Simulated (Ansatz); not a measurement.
Consider TaAs (space group I4_1md, No. 109; a = 3.4415 Å, c = 11.7136 Å).

Structures relaxed with Ansatz (a program for electronic structure) r2SCAN, no spin-orbit coupling, earlier PAW set.

Base:

Simulated powder pattern, Mo Kα, λ = 0.71073 Å (kinematic, ideal powder, no thermal factors, no anomalous dispersion; the 10 strongest lines at most, above 2 %, up to 2θ = 40°):

```csv
2θ (°),I/Imax (%),hkl
12.36,35,(101)
13.94,23,(004)
15.82,52,(103)
18.20,100,(112)
21.15,40,(105)
23.84,30,(200)
27.32,19,(107)
28.74,20,(213)
32.07,24,(215)
38.80,22,(312)
```

After one change:

Simulated powder pattern, Mo Kα, λ = 0.71073 Å (kinematic, ideal powder, no thermal factors, no anomalous dispersion; the 10 strongest lines at most, above 2 %, up to 2θ = 40°):

```json
[
 {"2θ (°)": "12.52", "I/Imax (%)": "35"},
 {"2θ (°)": "14.22", "I/Imax (%)": "23"},
 {"2θ (°)": "16.07", "I/Imax (%)": "51"},
 {"2θ (°)": "18.44", "I/Imax (%)": "100"},
 {"2θ (°)": "21.52", "I/Imax (%)": "39"},
 {"2θ (°)": "24.13", "I/Imax (%)": "30"},
 {"2θ (°)": "27.83", "I/Imax (%)": "19"},
 {"2θ (°)": "29.13", "I/Imax (%)": "20"},
 {"2θ (°)": "32.55", "I/Imax (%)": "23"},
 {"2θ (°)": "39.30", "I/Imax (%)": "21"}
]
```

**Question.** Which of these changes matches the shifts?
A) pressure 4.5 GPa
B) pressure 2.1 GPa
C) pressure 9 GPa
D) pressure 0.9 GPa

**Answer.** C, pressure 9 GPa. Its volume per atom is 16.59 Å³ against 17.34 Å³, and its space group is I4_1md (No. 109).

Load acts through the strain it causes; cell and atoms are relaxed under it. Whether these cells are dynamically stable was not tested. No other phases were tried under pressure. All final runs are without spin polarisation.
